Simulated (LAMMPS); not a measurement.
LAMMPS 22 Jul 2025, classical MD, Buckingham with full ionic charges: MgO, 1728 atoms.

```text
units metal
atom_style charge
read_data unit.data
replicate 6 6 6
pair_style buck/coul/long 10.0
pair_coeff 1 1 0.0 1.0 0.0
pair_coeff 1 2 1428.5 0.2945 0.0
pair_coeff 2 2 22764.0 0.149 27.88
kspace_style pppm 0.0001
velocity all create 2400 4928 dist gaussian loop geom
fix 1 all nve
fix 2 all langevin 1200 1200 0.04 9876 zero yes
timestep 0.001
thermo 100
run 300
reset_timestep 0
write_restart start.rst
```

```text
read_restart start.rst
pair_style buck/coul/long 10.0
pair_coeff 1 1 0.0 1.0 0.0
pair_coeff 1 2 1428.5 0.2945 0.0
pair_coeff 2 2 22764.0 0.149 27.88
kspace_style pppm 0.0001
neighbor 2.0 bin
neigh_modify every 1 delay 0 check yes
fix 1 all nve
timestep 0.001
thermo_style custom step temp pe etotal press
thermo_modify format float %.10g
thermo 100
group probe id 1:48
dump probe probe custom 1000000 forces.txt id fx fy fz
dump_modify probe sort id format float %.8g
run 2000
```

```bash
# ahead of the timed run: OMP_NUM_THREADS=1 mpirun -np 48 lmp -in in.warm -log none -nocite
OMP_NUM_THREADS=32 mpirun -np 1 lmp -sf omp -pk omp 32 -in in.lmp -log log.lammps -nocite
```

Machine: one whole node, Arm Neoverse V2, 96 cores on 1 socket, no SMT, 1 L3 cache group.

On 1 rank × 32 threads this takes 3.9 s. Each time is the median wall time of two to five repeats, run one at a time on the otherwise empty machine; start-up is included. Processes are pinned to neighbouring cores unless said otherwise. Build: PyPI wheel: MPICH, OPENMP and OPT packages. Other compilers and libraries give other times. Scratch files lie in a memory file system. A preparatory run goes ahead and isn't timed.

Speed this job up; the result has to stay within 1.0 meV/atom in energy, 10 meV/Å in forces on 48 atoms, 0.20 meV an atom in drift of the total energy. Keep to 32 cores.

One answer among several that fit: going from 1 rank × 32 threads to 32 ranks, one of the fastest among the values tried that keep the result.

```diff
-OMP_NUM_THREADS=32 mpirun -np 1 lmp -sf omp -pk omp 32 -in in.lmp -log log.lammps -nocite
+OMP_NUM_THREADS=1 mpirun -np 32 lmp -sf omp -pk omp 1 -in in.lmp -log log.lammps -nocite
```

Time: 3.9 s to 1.3 s (3.1× as fast). The largest move is in long-range solver (Kspace): 3.0 s to 0.44 s. What the program resolved moves too: grid of ranks from 1 by 1 by 1 to 4 by 2 by 4. These two results differ by: energy equal as printed, forces on 48 atoms equal as printed, drift of the total energy under 0.001 meV an atom. Others tried: 32 ranks (1.3 s); 16 ranks × 2 threads, suffix = omp (1.3 s); 8 ranks × 4 threads, suffix = omp (1.5 s); 4 ranks × 8 threads, suffix = omp (2.1 s).
